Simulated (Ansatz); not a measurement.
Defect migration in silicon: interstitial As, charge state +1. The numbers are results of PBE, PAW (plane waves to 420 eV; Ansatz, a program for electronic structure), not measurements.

Settings: 64 host sites, the relaxed PBE lattice, a 2×2×2 k-point mesh shifted by half a step, smearing 0.01 eV, spin-restricted, no image-charge correction. Static, classical nuclei. The charge state is imposed; whether it is stable for some Fermi level was not computed. Sites that were not tried may lie lower. The start lies 0.074 eV above the lowest site run (PBE).

Barriers: single points on a 3×3×3 k-point mesh shifted by half a step at the bands' geometries.

The step: a concerted move, in which Si travels most. Atoms about the jump, Cartesian Å from the middle of the jump, before and after:

```json
[
 {"atom": "Si1", "x0": "-0.46", "y0": "0.39", "z0": "-0.42", "x1": "0.46", "y1": "-0.39", "z1": "0.42"},
 {"atom": "As2", "x0": "-1.19", "y0": "2.62", "z0": "0.30", "x1": "-1.28", "y1": "1.35", "z1": "0.25"},
 {"atom": "Si3", "x0": "0.94", "y0": "-0.85", "z0": "-1.83", "x1": "0.97", "y1": "-0.90", "z1": "-1.81"},
 {"atom": "Si4", "x0": "-1.88", "y0": "-0.84", "z0": "0.99", "x1": "-2.03", "y1": "-0.89", "z1": "1.11"},
 {"atom": "Si5", "x0": "1.04", "y0": "1.90", "z0": "1.03", "x1": "0.96", "y1": "2.10", "z1": "1.11"},
 {"atom": "Si6", "x0": "2.25", "y0": "-2.18", "z0": "-0.38", "x1": "2.34", "y1": "-2.27", "z1": "-0.46"},
 {"atom": "Si7", "x0": "2.28", "y0": "0.49", "z0": "2.43", "x1": "2.24", "y1": "0.51", "z1": "2.34"},
 {"atom": "Si8", "x0": "-0.51", "y0": "-2.18", "z0": "2.36", "x1": "-0.44", "y1": "-2.17", "z1": "2.34"},
 {"atom": "Si9", "x0": "0.87", "y0": "-3.51", "z0": "0.99", "x1": "0.90", "y1": "-3.55", "z1": "0.95"},
 {"atom": "Si10", "x0": "-1.92", "y0": "1.90", "z0": "-1.92", "x1": "-2.00", "y1": "2.07", "z1": "-1.91"},
 {"atom": "Si11", "x0": "-0.51", "y0": "-2.18", "z0": "-3.13", "x1": "-0.52", "y1": "-2.17", "z1": "-3.11"},
 {"atom": "Si12", "x0": "-3.25", "y0": "-2.18", "z0": "-0.38", "x1": "-3.27", "y1": "-2.18", "z1": "-0.42"},
 {"atom": "Si13", "x0": "3.61", "y0": "-0.82", "z0": "0.99", "x1": "3.62", "y1": "-0.84", "z1": "0.95"},
 {"atom": "Si14", "x0": "0.84", "y0": "-0.83", "z0": "3.75", "x1": "0.86", "y1": "-0.80", "z1": "3.75"},
 {"atom": "Si15", "x0": "-3.20", "y0": "0.61", "z0": "2.31", "x1": "-3.32", "y1": "0.60", "z1": "2.42"},
 {"atom": "Si16", "x0": "2.26", "y0": "0.59", "z0": "-3.15", "x1": "2.24", "y1": "0.59", "z1": "-3.11"}
]
```

Problem. Where do these atoms stand at the saddle point, and how high is it?

Solution. 
| atom | x | y | z |
|---|---|---|---|
| Si1 | -0.04 | -0.12 | 0.03 |
| As2 | -1.34 | 1.76 | 0.14 |
| Si3 | 1.00 | -0.88 | -1.86 |
| Si4 | -1.87 | -1.02 | 1.19 |
| Si5 | 0.96 | 2.06 | 1.06 |
| Si6 | 2.27 | -2.20 | -0.38 |
| Si7 | 2.21 | 0.49 | 2.36 |
| Si8 | -0.50 | -2.32 | 2.51 |
| Si9 | 0.87 | -3.54 | 1.00 |
| Si10 | -2.09 | 2.28 | -2.01 |
| Si11 | -0.53 | -2.17 | -3.12 |
| Si12 | -3.22 | -2.18 | -0.37 |
| Si13 | 3.61 | -0.81 | 0.97 |
| Si14 | 0.85 | -0.83 | 3.77 |
| Si15 | -3.22 | 0.59 | 2.33 |
| Si16 | 2.26 | 0.62 | -3.15 |
It lies 0.13 eV above the start and 0.21 eV above the end. The saddle point's order was not checked.
